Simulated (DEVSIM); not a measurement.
Device: isotype n-n heterojunction Si/Ge, at 400 K.

Layer 1 from the left is Si, thickness (μm) 0.880, Nd (cm⁻³) 1e17, τn (s) 3e-6, τp (s) 3e-6. Layer 2 from the left is Ge, thickness (μm) 0.790, Nd (cm⁻³) 3.9e16, τn (s) 3e-6, τp (s) 3e-6.

Left contact: ohmic. Right contact: ohmic. Voltage is applied to the left contact. Recombination: SRH at mid-gap, radiative. Mobility is μmin + (μ − μmin)/(1 + (N/Nref)^α).

Constants are typed, rounded textbook-type inputs, not results; the design itself was drawn at random and stands for no fabricated device. Values at 300 K; Nc and Nv go as T^1.5, mobilities as T to minus their exponent, the gap by Varshni's rule with the affinity fixed.

Si: gap (eV) 1.124, affinity (eV) 4.05, permittivity 11.7, Nc (cm⁻³) 2.86e19, Nv (cm⁻³) 3.1e19, μn (cm²/Vs) 1417, μp (cm²/Vs) 470, μn,min 52, μp,min 45, Nref,n 9.7e16, Nref,p 2.2e17, αn 0.68, αp 0.72, T exponent of μn 2.3, T exponent of μp 2.2, B (cm³/s) 4.7e-15, Varshni α (eV/K) 0.000473, Varshni β (K) 636. Ge: gap (eV) 0.664, affinity (eV) 4, permittivity 16, Nc (cm⁻³) 1.04e19, Nv (cm⁻³) 6e18, μn (cm²/Vs) 3900, μp (cm²/Vs) 1900, μn,min 150, μp,min 100, Nref,n 2.6e17, Nref,p 4e17, αn 0.56, αp 0.6, T exponent of μn 1.66, T exponent of μp 2.33, B (cm³/s) 6.4e-14, Varshni α (eV/K) 0.000477, Varshni β (K) 235.

Model (solved in DEVSIM): 1D drift-diffusion, Boltzmann statistics, complete ionisation; no tunnelling, impact ionisation, image-force lowering or self-heating. Band offsets follow the typed affinities; no thermionic-emission limit at abrupt steps, no polarisation charge.

Q: What does the simulation give for the potential step across the device at zero bias?

A: potential step across the device at zero bias 0.052 V.
